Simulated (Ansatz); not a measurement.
## CuI: element substitutions

The reference is CuI in the zinc blende structure (space group F-43m, No. 216; a = 6.023 Å).

Each row replaces one element on all its sites; cell and atoms are relaxed.

All numbers come from Ansatz (a quantum-chemistry and plane-wave program), r2SCAN, PAW, cutoff 500 eV, without spin-orbit coupling.

Task: Only one of these keeps a band gap. Which?
A) Cu → B
B) I → Sb
C) Cu → Te

Result: A, Cu → B. Computed: I → Sb: zero; Cu → Te: zero; Cu → B: 0.64 eV

Spin-orbit coupling, missing from the scalar runs, can matter with I. No phonon test of stability was made. As relaxed here, CuSb, TeI and BI are hypothetical phases, not in the database extracts checked. All final runs are without spin polarisation. An odd electron count without spin: TeI.
